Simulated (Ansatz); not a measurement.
## NbP under a change: uniaxial stress, 5 GPa tension along z

Take NbP (space group I4_1md, No. 109; a = 3.347 Å, c = 11.430 Å; relaxed with 0.1 eV smearing) as the base. Axes: x, y, z lie along a, b, c of the conventional cell.

Now apply this change: uniaxial stress, 5 GPa tension along z; all other stress components relax to zero.

Method: Ansatz (an electronic-structure program), PBE, PAW, cutoff 420 eV, no SOC. Settings: 24×24×24 k-points, 0.1 eV Fermi–Dirac smearing.

- Volume per atom: 16.21 Å³ (base 16.00 Å³)
- Space group: I4_1md (No. 109) (base I4_1md (No. 109))
- Shortest interatomic distance: 2.549 Å (base 2.542 Å)
- Energy relative to the base (free energy F): +6.6 meV/atom
- Band gap: zero (base zero)
- Strain response (xx, yy, zz): (−0.66, −0.66, +2.61) %
- Secant Young's modulus along z: 190 GPa
- Mean lateral Poisson ratio: 0.25

Beyond what the load breaks, stability against distortions was not tested. All final runs are without spin polarisation. The zero or small gap of NbP can change with the level of theory.
